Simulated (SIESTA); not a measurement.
# Several settings converged on FeAl (P4mm, 2 atoms in the cell)

```
FeAl
1.0
    2.91873     0.00000     0.00000
    0.00000     2.91873     0.00000
    0.00000     0.00000     2.91873
Al Fe
1 1
Cartesian
  1.45937   1.45937   1.50937
  0.00000   0.00000   0.00000
```

Base method: SIESTA with LDA PW92, numerical atomic orbitals DZP, PseudoDojo LDA standard norm-conserving potentials (rewritten from UPF to PSML).

Base settings: XC.functional = LDA; XC.authors = PW92; potentials = PseudoDojo LDA standard; PAO.BasisSize = DZP; PAO.EnergyShift = 0.005 Ry; MeshCutoff = 300 Ry; kgrid.MonkhorstPack = 5 5 5; OccupationFunction = FD; ElectronicTemperature = 0.1 eV; MaxSCFIterations = 150.

Core times come from one kind of shared machine, to one figure; runs under 30 s give none.

**The k-point mesh**

The second cell is the first with its lattice scaled by 0.98.

Only quantities that move along the ladder and can be compared are tabulated.

```tsv
kgrid.MonkhorstPack	free energy less the last step's (meV/atom)	energy of the compressed cell less the first (meV/atom)	pressure (GPa)	largest difference of a force vector from the last step's (eV/Å)	core time / last (rough)
2 2 2	121.59	-39.14	-13.58	0.059	0.4
4 4 4	-32.51	-75.14	-20.53	0.008	0.6
5 5 5	26.01	-66.31	-18.68	0.001	0.4
7 7 7	0.92	-70.29	-19.49	0.000	0.4
9 9 9	-2.35	-70.76	-19.58	0.000	0.5
11 11 11	1.56	-70.03	-19.44	0.000	0.8
12 12 12	0.00	-70.36	-19.51	0.000	1
```

Coarsest kgrid.MonkhorstPack that holds the energy of the compressed cell less the first within 1 meV/atom of the last step, with all finer ones: 7 7 7, at about 0.4 of the last step's time; the step before is off by 4.1 meV/atom.

Coarsest kgrid.MonkhorstPack that holds the pressure within 0.2 GPa of the last step, with all finer ones: 7 7 7, at about 0.4 of the last step's time; the step before is off by 0.83 GPa.

Coarsest kgrid.MonkhorstPack that holds the forces within 0.005 eV/Å of the last step, with all finer ones: 5 5 5, at about 0.4 of the last step's time; the step before is off by 0.008 eV/Å.

**The k-point mesh at a smearing width of 0.05 eV**

In this ladder: ElectronicTemperature = 0.05 eV.

Only quantities that move along the ladder and can be compared are tabulated.

| kgrid.MonkhorstPack | free energy less the last step's (meV/atom) | pressure (GPa) | largest difference of a force vector from the last step's (eV/Å) | core time / last (rough) |
|---|---|---|---|---|
| 4 4 4 | -39.31 | -20.68 | 0.010 | 0.1 |
| 6 6 6 | -1.72 | -19.77 | 0.008 | 0.1 |
| 8 8 8 | 9.37 | -19.56 | 0.001 | 0.1 |
| 10 10 10 | 0.68 | -19.76 | 0.001 | 0.1 |
| 15 15 15 | -0.43 | -19.79 | 0.000 | 0.3 |
| 22 22 22 | 0.00 | -19.78 | 0.000 | 1 |

Coarsest kgrid.MonkhorstPack that holds the free energy within 2 meV/atom of the last step, with all finer ones: 10 10 10, at about 0.1 of the last step's time; the step before is off by 9.4 meV/atom.

Coarsest kgrid.MonkhorstPack that holds the forces within 0.005 eV/Å of the last step, with all finer ones: 8 8 8, at about 0.1 of the last step's time; the step before is off by 0.008 eV/Å.

Coarsest kgrid.MonkhorstPack that holds the pressure within 0.5 GPa of the last step, with all finer ones: 6 6 6, at about 0.1 of the last step's time; the step before is off by 0.90 GPa.

**The width of Gaussian smearing**

In this ladder: kgrid.MonkhorstPack = 8 8 8; OccupationFunction = MP; OccupationMPOrder = 0.

Narrow widths need finer meshes than wide ones, so the last steps can hold mesh noise.

Only quantities that move along the ladder and can be compared are tabulated; pressure and forces are left out, as mesh noise rules them at narrow widths.

```csv
ElectronicTemperature,free energy less the last step's (meV/atom)
1 eV,-305.46
0.5 eV,-92.15
0.3 eV,-35.53
0.1 eV,0.00
```

Widest ElectronicTemperature that holds the free energy within 5 meV/atom: not settled: the last two steps still differ by 36 meV/atom, over half the tolerance, so the ladder does not show it.

On the base run: the starting cell has typed, rounded lattice constants, without a prior relaxation at this level. Its lattice was rescaled by up to half a per cent. One atom was moved a little off its site on purpose. Spin polarisation is off. Values carry the incompleteness of an atom-centred basis. In the base run, with a pressure of about -19 GPa the cell is away from its equilibrium volume at this level. Without a gap this mesh is coarse (it stands for a supercell whose shortest vector is 15 Å).

Left out of this page: 2 runs of the series outside the window shown, repeating another row's setting, or not comparable.
